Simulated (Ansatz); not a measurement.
Consider Ca in the fcc (Cu type) structure (space group Fm-3m, No. 225; a = 5.456 Å; relaxed with 0.1 eV smearing). Axes: x, y, z lie along the cube axes.

All numbers come from PBEsol (Ansatz, a first-principles code, PAW, scalar-relativistic without spin-orbit coupling).

Perturbation: biaxial strain −2.00 %, plane normal [001], relaxed out of plane (Cartesian); in-plane vectors clamped, the third vector and the atoms free.

What does the calculation give for the energy relative to the base after the change?

The energy increases by 2.1 meV/atom.

What happens to the out-of-plane strain?

The out-of-plane strain amounts to +2.54 %.

Predict the new in-plane stress.

The mean in-plane stress (compression positive) is +0.4 GPa.

Stability against distortions was not tested.
